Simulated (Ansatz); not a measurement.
The starting structures come from a database of crystals and need not be the phases stable at ambient conditions.

Evanescent states of Ba₃MgNb₂O₉ (P-3m1, not sure to be the ambient phase, 15 atoms a cell, 14.3 Å³ an atom, -9 GPa at this level) along the normal of (110)

These are PBEsol (plane waves, PAW; Ansatz, a program for electronic structure) values and carry that method's errors.

The gap is the functional's own, uncorrected, and κ follows it; spin-orbit coupling is left out. Mid-gap values are interpolated between the computed energies.

Energies count from the valence-band top; κ is the least over a 4×4 mesh across the current.

```csv
E (eV),κ (1/Å),where
0.07,0.127,off Γ
0.21,0.211,Γ
0.35,0.233,Γ
0.49,0.250,Γ
0.63,?,Γ
0.77,?,Γ
0.91,?,Γ
1.05,?,Γ
1.19,?,Γ
1.33,?,Γ
1.47,?,Γ
1.61,?,Γ
1.75,?,Γ
1.89,?,Γ
2.03,?,Γ
2.17,0.236,Γ
2.31,0.212,Γ
2.45,0.179,Γ
2.59,0.122,Γ
```

**Question.** Some entries are withheld; supply them.

**Answer.** 
- 0.63, κ (1/Å): 0.264
- 0.77, κ (1/Å): 0.275
- 0.91, κ (1/Å): 0.283
- 1.05, κ (1/Å): 0.288
- 1.19, κ (1/Å): 0.290
- 1.33, κ (1/Å): 0.290
- 1.47, κ (1/Å): 0.288
- 1.61, κ (1/Å): 0.283
- 1.75, κ (1/Å): 0.276
- 1.89, κ (1/Å): 0.266
- 2.03, κ (1/Å): 0.253
